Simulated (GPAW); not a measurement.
**σyy against uniaxial strain in diamond-structure C (space group 227): C12 (GPAW, LDA)**

```
CELL_PARAMETERS angstrom
      0.00000     1.76653     1.76653
      1.74003     0.00000     1.76653
      1.74003     1.76653     0.00000
ATOMIC_POSITIONS crystal
  C  0.50000 0.50000 0.50000
  C  0.75000 0.75000 0.75000
```

Level of theory: LDA (Perdew-Wang 92), GPAW PAW datasets LDA (gpaw-data 1.0.1) (plane waves; GPAW). Settings: mode = pw; ecut = 1040 eV; xc = LDA; kpts = 18 18 18; mesh shift (steps) = 0 0 0; occupations.name = fermi-dirac; occupations.width = 0.01 eV; nbands = -6; convergence.density = 1e-06 e/electron; convergence.energy = 1e-06 eV/electron; convergence.bands = -4; symmetry.symmorphic = false; symmetry.tolerance = 0.0005; maxiter = 120. The cell above is the first row's. The rows stretch one cube axis (x) by the strain ε and hold the other two. Stress is positive in tension. In all rows fractional positions and the k mesh are held.

```csv
ε (%),σyy (GPa)
-1.5,-1.98
-1.0,-1.12
-0.5,-0.30
0.0,0.47
0.5,1.19
1.0,1.87
1.5,2.50
2.0,?
```

**Question.** Using a parabola, estimate the missing σyy at ε = 2.0 from the other rows, showing the fit.

**Answer.** Least squares gives σyy = 0.469 + 1.4936·ε - 0.0929·ε². Residuals (row less fit): 0.000, -0.002, 0.001, 0.001, -0.003, 0.000, 0.000; standard error 0.002 (degrees of freedom: 4). The slope at ε = 0, 1.4936 GPa per cent, gives C12 ≈ 100 × 1.4936 = 149 GPa, for the static lattice. At the withheld row, σyy = 0.469 + 1.4936 × 2.0 - 0.0929 × 2.0² = 3.085 GPa. The calculation gives 3.09 GPa, 0.005 GPa above the prediction (0.1 % of the range of σyy in the table). The row lies outside the fitted rows, so this is an extrapolation.

Carrying the step between the two nearest rows on in a straight line would have given 3.13, off by 0.04; series whose last step already gives the withheld value aren't shown. The reference cell has the volume at which an earlier scan in this program and functional put its minimum by a fit. The runs keep the symmetry of the cell, so they don't test it for distortions. The unstrained cell stands at a pressure of -0.47 GPa, and the constants belong to that pressure. By symmetry this strain leaves no force on the atoms; the largest in the rows is 0.000 eV/Å. Cutoffs and mesh are single choices, not tested for convergence of this quantity. Series with a scatter that would blur these digits, or in which a gap closes, are not shown. Strain series were run only where this level's volume lies within 10 % of a first guess from the measured size.
